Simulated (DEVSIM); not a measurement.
**abrupt Si p-n junction**

System: abrupt Si p-n junction, at 300 K.

```
layer (left to right)  material  thickness (μm)  Nd (cm⁻³)  Na (cm⁻³)   τn (s)   τp (s)
---------------------  --------  --------------  ---------  ---------  -------  -------
1                            Si            2.20          -     1.3e17  0.00087  0.00087
2                            Si           0.830     1.5e18          -  0.00087  0.00087
```

Left contact: ohmic. Right contact: ohmic. Voltage is applied to the left contact. Recombination: SRH at mid-gap, Auger. Mobility is μmin + (μ − μmin)/(1 + (N/Nref)^α).

Constants are typed, rounded textbook-type inputs, not results; the design itself was drawn at random and stands for no fabricated device. Values at 300 K.

| parameter | Si |
|---|---|
| gap (eV) | 1.124 |
| affinity (eV) | 4.05 |
| permittivity | 11.7 |
| Nc (cm⁻³) | 2.86e19 |
| Nv (cm⁻³) | 3.1e19 |
| μn (cm²/Vs) | 1417 |
| μp (cm²/Vs) | 470 |
| μn,min | 52 |
| μp,min | 45 |
| Nref,n | 9.7e16 |
| Nref,p | 2.2e17 |
| αn | 0.68 |
| αp | 0.72 |
| Cn (cm⁶/s) | 2.8e-31 |
| Cp (cm⁶/s) | 9.9e-32 |

Simulated with DEVSIM: 1D drift-diffusion, Boltzmann statistics, complete ionisation; no tunnelling, impact ionisation, image-force lowering or self-heating.

| Quantity | Value |
|---|---|
| Potential step across the device at zero bias | 0.906 V |
| Largest field in the device at zero bias | 180000 V/cm |
| Dark forward voltage at 1 A/cm² | 0.650 V |
| Dark forward voltage at 100 A/cm² | 0.771 V |

Dark forward current:

```json
[
 {"V (V)": "0.10", "J (A/cm²)": "5.7e-10"},
 {"V (V)": "0.15", "J (A/cm²)": "4.0e-9"},
 {"V (V)": "0.20", "J (A/cm²)": "2.8e-8"},
 {"V (V)": "0.30", "J (A/cm²)": "1.3e-6"},
 {"V (V)": "0.35", "J (A/cm²)": "9.2e-6"},
 {"V (V)": "0.40", "J (A/cm²)": "6.3e-5"},
 {"V (V)": "0.45", "J (A/cm²)": "0.00044"},
 {"V (V)": "0.55", "J (A/cm²)": "0.021"},
 {"V (V)": "0.60", "J (A/cm²)": "0.14"},
 {"V (V)": "0.65", "J (A/cm²)": "0.99"},
 {"V (V)": "0.70", "J (A/cm²)": "6.8"},
 {"V (V)": "0.80", "J (A/cm²)": "290"},
 {"V (V)": "0.85", "J (A/cm²)": "1500"},
 {"V (V)": "0.90", "J (A/cm²)": "5100"}
]
```
